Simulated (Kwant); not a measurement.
System: wire with an abrupt hard-wall neck in a Si two-dimensional gas. Effective mass 0.19 mₑ, grid spacing 3.3 nm, hard walls, nominal width 100 nm (31 grid rows, so walls 105.6 nm apart), one parabolic valley, scattering region 300 nm long along x; energies count from the band bottom; Fermi energy swept from 9.8955e-05 to 0.006331 eV. Central neck 36 nm wide and 120 nm long.

Constants are typed, rounded textbook-type inputs, not results; the design itself was drawn at random and stands for no fabricated device.

Computed with Kwant: effective-mass tight-binding model on a square grid, one spin, coherent transport at 0 K. Conductance is in e²/h.

Density of the scattering states that come in from the left lead, at energy = 0.0016344 eV, in bins, relative to the largest site value (x marks bins outside the device):

```
|.....        xxxxxxxxxxxxxxxxxx             |
|+++=-::::..  xxxxxxxxxxxxxxxxxx             |
|@%%#+=----:. xxxxxxxxxxxxxxxxxx             |
|@@@#*=--==-. xxxxxxxxxxxxxxxxxx             |
|%%#*+---==-. xxxxxxxxxxxxxxxxxx             |
|====:..:---. xxxxxxxxxxxxxxxxxx             |
|.:::.  ..::. xxxxxxxxxxxxxxxxxx             |
| .::.   ....                                |
|:----:.............     .....               |
|+****+-:......:::::.....:::::...           .|
|#%%%#*=-.....::---::...::---::...         ..|
|##%%#*=:.....::---::...::---::...         ..|
|+****+-:......:::::.....:::::...           .|
|:----:.............     .....               |
| .::.   ....                                |
|.:::.  ..::. xxxxxxxxxxxxxxxxxx             |
|====:..:---. xxxxxxxxxxxxxxxxxx             |
|%%#*+---==-. xxxxxxxxxxxxxxxxxx             |
|@@@#*=--==-. xxxxxxxxxxxxxxxxxx             |
|@%%#+=----:. xxxxxxxxxxxxxxxxxx             |
|+++=-::::..  xxxxxxxxxxxxxxxxxx             |
|.....        xxxxxxxxxxxxxxxxxx             |
```
Scale: ten equal steps from 0.000 (start of ' ') to 0.985 (end of '@'), in the order ' .:-=+*#%@'; x runs from -145 to 145, y from -47.2 (bottom) to 47.2 (top).

The conductance there is 0.99 e²/h with 3 open channel(s) in the leads.
